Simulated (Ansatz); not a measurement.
## Al on a Au site (middle of the slab) in a 3x3 cell of the 1x1 (111) surface of fcc Au (the real clean face reconstructs)

Computed with PBE (plane waves to 420 eV, PAW; Ansatz, a quantum-chemistry and plane-wave program).

Model: 36-atom slab, 7.2 Å thick at the start (thin: gaps and levels are the slab's own), 4x4x1 mesh, Fermi-Dirac 0.1 eV, dipole correction, 9 atoms held, the rest relaxed; start symmetry kept, larger cells not searched; no spin, no spin-orbit, no U.

| Quantity | Value |
|---|---|
| formation energy against fcc Al, fcc Au | -101 kJ/mol |
| work function of the top face | 5.13 eV |
| change of the work function | 0.007 eV |
| change of the step from the bottom to the top vacuum level, against the clean slab | 0.014 eV |
| energy released by relaxation | 0.096 eV |
| largest move of a host atom | 0.08 Å |
